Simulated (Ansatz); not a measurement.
Levels about the gap of amorphous Si₃₀N₄₁B (72 atoms in a cell of 812 Å³, 2.92 g/cm³; zone centre alone, so wide bands show as single levels with stretches between that a denser mesh fills), at the geometry that PBE relaxed, where it gives -3.2 GPa on a denser mesh. The participation number counts the atoms over which a state spreads; weights are charges in smoothed Voronoi cells. The levels come from a single point, so bond lengths are those of that geometry. Method of the levels: PBE, scalar-relativistic without spin-orbit coupling (Ansatz, a quantum-chemistry and plane-wave program). Sampling: the zone centre alone; Fermi-Dirac width 0.02 eV; no spin polarisation. At PBE the levels at the filled edge of the gap are localised (band-tail or defect states).

The cell was made by melting and quenching with the CHGNet potential and then relaxed with DFT. N atoms were pushed apart under 1.9 Å during the dynamics, to hinder bonds among them. The hot cell started wider than the set density and was brought back towards it in steps. It is the lowest in DFT energy of 2 quenches. It is a model cell: composition and starting density were chosen by hand, and all elements were melted together. No dispersion term was used. Its density started from a set value of 2.92 and ended at 2.92 g/cm³. The simulated quench (nominally 450 K/ps over its main leg) is rapid and tends to freeze in more defects than a deposited or slowly cooled glass has. Values belong to this one cell and scatter from quench to quench. The volume was held where the preparation left it and the shape relaxed, at a PBE pressure of -3.2 GPa (tension). Stress components on the final sampling reach 3.2 GPa.

```
E - E(highest filled), eV  filling  participation number        largest on  weight N  weight Si  weight B
-------------------------  -------  --------------------  ----------------  --------  ---------  --------
-0.56                       filled                  20.0   N, 3 neighbours      0.90       0.10      0.00
-0.51                       filled                  17.5   N, 3 neighbours      0.90       0.10      0.00
-0.44                       filled                  17.4   N, 3 neighbours      0.90       0.10      0.00
-0.34                       filled                  11.1   N, 3 neighbours      0.91       0.09      0.00
-0.26                       filled                  15.8   N, 3 neighbours      0.90       0.10      0.00
-0.17                       filled                  19.3   N, 3 neighbours      0.89       0.11      0.00
0.00                        filled                   9.9   N, 3 neighbours      0.90       0.09      0.01
2.32                         empty                  39.2  Si, 4 neighbours      0.49       0.51      0.00
2.92                         empty                  35.4  Si, 4 neighbours      0.44       0.56      0.00
3.10                         empty                  34.2  Si, 4 neighbours      0.44       0.56      0.00
3.22                         empty                  29.9  Si, 4 neighbours      0.45       0.55      0.00
3.48                         empty                  30.3  Si, 4 neighbours      0.44       0.55      0.00
3.58                         empty                  34.0  Si, 4 neighbours      0.47       0.52      0.00
3.81                         empty                  36.2  Si, 4 neighbours      0.46       0.54      0.00
```

Most localised among these is the filled level at +0.00 eV, on a N atom, which has 3 neighbours (Si 1.79 Å, Si 1.81 Å, Si 1.83 Å).
